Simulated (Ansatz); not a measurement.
An Ansatz (a program for electronic structure) input (PBEsol (Ansatz; PAW; 420 eV plane waves; no spin-orbit coupling)):

Ansatz 0.2 input:
```yaml
crystal:
  lattice:
    - [0, 2.8294771749, 2.7728876314]
    - [2.8294771749, 0, 2.7728876314]
    - [2.8294771749, 2.8294771749, 0]
  atoms:
    - { symbol: Ga, position: [0, 0, 0] }
    - { symbol: As, position: [0.25, 0.25, 0.25] }
basis: { ecutwfc: 420, ecutrho_ratio: 4, xc_grid: 2, fft_grid_basis: typed }
kpoints: { mp_grid: { grid: [10, 10, 10] } }
hamiltonian:
  xc: pbesol
  dispersion: none
  pseudopotentials: { kind: paw }
scf: { occupations: { method: fermi_dirac, width: 0.05 }, convergence: { dr2_threshold: 0.0000000002 } }
relax: { f_tol: 0.005, max_steps: 50 }
output: { forces: true, stress: true }
checkpoint: { write: state.ck, write_every: 1000 }
```

Task: Which symmetry and how many k-points will the program report, and about how many plane waves at Γ?

Result: Space group I-4m2 (ITA 119) with 8 operations, k-points 102 of 1000, and 877 plane waves at Γ.

Task: And the final pressure?

Result: 1.47 GPa (compression positive).

The cells carry an imposed strain or load. Whether these cells are dynamically stable was not tested. The cell was made from GaAs in the zinc blende structure (space group F-43m, No. 216) by this change: uniaxial strain ε_zz = −2.00 %.
